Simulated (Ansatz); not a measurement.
Base system: Nb in the bcc (W type) structure (space group Im-3m, No. 229; a = 3.3096 Å).

One thing is altered: a hydrostatic pressure of 30 GPa.

Levels (all Ansatz, a quantum-chemistry and plane-wave program, PAW): PBE (420 eV, no spin-orbit coupling); r2SCAN (500 eV, no spin-orbit coupling).

The geometry is relaxed with PBE.

```
Item            Result
------------  --------
PBE pressure  30.0 GPa
```

What does r2SCAN give at this geometry for the pressure?

The pressure falls by 1.2 GPa to 28.8 GPa.

Single points use the geometry relaxed with PBE. Their cutoffs differ, which shifts pressures a little. Load acts through the strain it causes; cell and atoms are relaxed under it. Whether these cells are dynamically stable was not tested. No other phases were tried under pressure. The final runs are not spin-polarised.
